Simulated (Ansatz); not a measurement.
## BN: response to strain

The parent structure is BN in the zinc blende structure (space group F-43m, No. 216; a = 3.581 Å).

Strains are applied to the cell and any free atomic positions relax.

All numbers come from LDA in Ansatz (plane waves to 420 eV, PAW, no SOC).

Candidates:
(a) isotropic strain +2.00 %
(b) isotropic strain +0.50 %
(c) isotropic strain +2.50 %
(d) isotropic strain −2.50 %

Notes on the quantities. energy relative to the base: free energy F.

### Question
Order them by energy relative to the base, lowest first.

### Answer
(b) isotropic strain +0.50 % (+1.6 meV/atom), (a) isotropic strain +2.00 % (+25 meV/atom), (c) isotropic strain +2.50 % (+38 meV/atom), (d) isotropic strain −2.50 % (+43 meV/atom)

Stability against distortions was not tested.

Ansatz is an electronic-structure program.
